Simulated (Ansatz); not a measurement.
# Short convergence ladders for LaS (Cm, 8 atoms in the cell)

```xyz
8
Lattice="2.8977 -2.9005 0.0000 2.8977 2.9005 0.0000 0.0000 0.0000 18.1057" Properties=species:S:1:pos:R:3 pbc="T T T"
La     2.8977    -1.8820     3.2833
La     2.8977     1.8820    14.8724
La     2.8977    -1.0185    12.2862
La     2.8977     1.0185     5.8195
S      2.8977     1.0180     2.8768
S      2.8977    -1.0180    15.2289
S      2.8977     1.8826    11.9297
S      2.8977    -1.8826     6.1760
```

Base method: PBEsol, default PAW files made with PBE (plane waves; Ansatz, a first-principles code).

Base settings: basis.ecutwfc = 420 eV; kpoints.mp_grid.grid = 7 7 1; hamiltonian.xc = pbesol; hamiltonian.pseudopotentials = {kind: paw} (the program's default PAW files); scf.occupations.method = fermi_dirac; scf.occupations.width = 0.1 eV.

The count of work is k-points × plane waves × bands × iterations; it is no time. 

**The k-point mesh**

The second cell is the first with its lattice scaled by 0.98.

Only quantities that move along the ladder and can be compared are tabulated.

| kpoints.mp_grid.grid | free energy less the last step's (meV/atom) | energy of the compressed cell less the first (meV/atom) | pressure (GPa) | largest difference of a force vector from the last step's (eV/Å) | count of work / last |
|---|---|---|---|---|---|
| 2 2 1 | -86.78 | -22.20 | -3.04 | 0.678 | 0.028 |
| 4 4 1 | 5.10 | -12.62 | -2.38 | 0.031 | 0.050 |
| 7 7 1 | 1.91 | -13.00 | -2.41 | 0.025 | 0.11 |
| 13 13 3 | 0.00 | -13.60 | -2.45 | 0.000 | 1.0 |

Coarsest kpoints.mp_grid.grid that holds the forces within 0.02 eV/Å: not settled: the last two steps still differ by 0.025 eV/Å, over half the tolerance, so the ladder does not show it.

Coarsest kpoints.mp_grid.grid that holds the energy of the compressed cell less the first within 2 meV/atom of the last step, with all finer ones: 4 4 1, at 0.050 of the last step's count of work; the step before is off by 8.6 meV/atom.

Coarsest kpoints.mp_grid.grid that holds the free energy within 1 meV/atom: not settled: the last two steps still differ by 1.9 meV/atom, over half the tolerance, so the ladder does not show it.

**Shifted k-point meshes**

In this ladder: kpoints.mp_grid.shift = 0.5 0.5 0.5.

Only quantities that move along the ladder and can be compared are tabulated.

| kpoints.mp_grid.grid | free energy less the last step's (meV/atom) | pressure (GPa) | largest difference of a force vector from the last step's (eV/Å) | count of work / last |
|---|---|---|---|---|
| 2 2 1 | 84.88 | -1.79 | 0.560 | 0.0084 |
| 4 4 1 | 4.36 | -2.33 | 0.084 | 0.020 |
| 5 5 2 | 2.84 | -2.39 | 0.020 | 0.049 |
| 17 17 4 | 0.00 | -2.45 | 0.000 | 1.0 |

Coarsest kpoints.mp_grid.grid that holds the pressure within 0.5 GPa of the last step, with all finer ones: 4 4 1, at 0.020 of the last step's count of work; the step before is off by 0.66 GPa.

Coarsest kpoints.mp_grid.grid that holds the free energy within 5 meV/atom: not settled: the last two steps still differ by 2.8 meV/atom, over half the tolerance, so the ladder does not show it.

Coarsest kpoints.mp_grid.grid that holds the forces within 0.01 eV/Å: not settled: the last two steps still differ by 0.020 eV/Å, over half the tolerance, so the ladder does not show it.

On the base run: the starting cell comes from a database of computed structures (which also holds hypothetical and non-ambient phases and stackings), without a prior relaxation at this level. Its lattice was rescaled by up to half a per cent. One atom was moved a little off its site on purpose. Ansatz's pressure includes its estimate of the finite-basis (Pulay) stress. Without a gap this mesh is coarse (it stands for a supercell whose shortest vector is 18 Å).

Keys are those of Ansatz 0.2.
